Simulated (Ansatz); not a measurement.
The reference is FeCo in the CsCl type structure (space group Pm-3m, No. 221; a = 2.844 Å; ferromagnetic; relaxed with 0.1 eV smearing).

All numbers come from Ansatz (a program for electronic structure), PBE, PAW, cutoff 420 eV, no spin-orbit coupling.

Before the change:

```
Quantity               Value
-------------------  -------
Largest site moment  2.79 μB
Band gap                zero
Pressure             0.0 GPa
```

Modification: the cell is scaled by 1.0418 in all directions, atoms relaxed at fixed cell.

Problem. What happens to the energy relative to the base, largest site moment, band gap and pressure?

Solution. The energy increases by 93 meV/atom; the largest site moment goes up by 0.16 μB (2.79 μB → 2.95 μB); the band gap is still zero; the pressure goes from zero to -17.7 GPa.

The magnetic state is the one reached from the starting moments; the real material's order can differ, and small cells can't hold many antiferromagnetic ones. The cells carry an imposed strain or load. Stability against distortions was not tested.
